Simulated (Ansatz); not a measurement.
The parent structure is SiC in the wurtzite structure (space group P6_3mc, No. 186; a = 3.0919 Å, c = 5.0742 Å).

Structures relaxed with PBE (Ansatz, a first-principles code; PAW; 420 eV plane waves; no SOC), earlier PAW set.

Base:

Simulated powder pattern, Cu Kα, λ = 1.54184 Å (kinematic, ideal powder, no thermal factors, no anomalous dispersion; the 10 strongest lines at most, above 2 %, up to 2θ = 90°):

```csv
2θ (°),I/Imax (%),hkl
33.47,74,(100)
35.38,51,(002)
38.00,100,(101)
49.49,27,(102)
59.82,46,(110)
65.25,47,(103)
70.31,6.9,(200)
71.46,35,(112)
73.10,16,(201)
81.24,6.2,(202)
```

After one change:

Simulated powder pattern, Cu Kα, λ = 1.54184 Å (kinematic, ideal powder, no thermal factors, no anomalous dispersion; the 10 strongest lines at most, above 2 %, up to 2θ = 90°):

```json
[
 {"2θ (°)": "33.62", "I/Imax (%)": "74"},
 {"2θ (°)": "35.55", "I/Imax (%)": "51"},
 {"2θ (°)": "38.17", "I/Imax (%)": "100"},
 {"2θ (°)": "49.73", "I/Imax (%)": "27"},
 {"2θ (°)": "60.12", "I/Imax (%)": "46"},
 {"2θ (°)": "65.58", "I/Imax (%)": "47"},
 {"2θ (°)": "70.68", "I/Imax (%)": "6.9"},
 {"2θ (°)": "71.83", "I/Imax (%)": "35"},
 {"2θ (°)": "73.48", "I/Imax (%)": "16"},
 {"2θ (°)": "81.69", "I/Imax (%)": "6.2"}
]
```

### Question
Which change produced these results?
A) pressure 1.5 GPa
B) pressure 3 GPa
C) pressure 10 GPa
D) pressure 0.7 GPa

### Answer
B, pressure 3 GPa. Its volume per atom is 10.36 Å³ against 10.50 Å³, and its space group is P6_3mc (No. 186).

Load acts through the strain it causes; cell and atoms are relaxed under it. Whether these cells are dynamically stable was not tested. Competing high-pressure phases were not computed.
